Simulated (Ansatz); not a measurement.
The reference is Se (space group P3_121, No. 152; a = 4.529 Å, c = 5.042 Å; made of chains).

(Cell as relaxed with PBE.)

Levels (all Ansatz, a program for electronic structure, PAW, earlier PAW set): PBE (420 eV, scalar-relativistic without spin-orbit coupling); r2SCAN (500 eV, spin-orbit coupling left out).

Each level relaxes its own structure.

| base | PBE | r2SCAN |
|---|---|---|
| volume per atom | 29.86 Å³ | 29.25 Å³ |
| lattice parameter a | 8.559 bohr | 8.516 bohr |
| band gap | 1.04 eV | 1.33 eV |

One thing is altered: every lattice vector is shortened by 0.33 %, atoms relaxed at fixed cell.

```json
[
 {"quantity": "band gap", "PBE": "1.05 eV", "r2SCAN": "?"},
 {"quantity": "smallest direct gap", "PBE": "1.25 eV", "r2SCAN": "?"},
 {"quantity": "electron mass", "PBE": "0.16 mₑ along c, 0.36 mₑ across (at H)", "r2SCAN": "?"}
]
```

**Question.** Given the PBE results, estimate those of r2SCAN.

**Answer.** 
- band gap, r2SCAN: 1.35 eV
- smallest direct gap, r2SCAN: 1.57 eV
- electron mass, r2SCAN: 0.18 mₑ along c, 0.42 mₑ across (at H)

PBE's band gap lies 0.30 eV below r2SCAN's; PBE's smallest direct gap lies 0.32 eV below r2SCAN's. Neither level is exact; r2SCAN is the comparison here, not a measurement.

The cells carry an imposed strain or load. Masses are band curvatures over ±0.01 Å⁻¹ around the edge. Stability against distortions was not tested. No dispersion term is included, though the crystal is made of layers, chains or molecules, so its spacings can come out too wide.
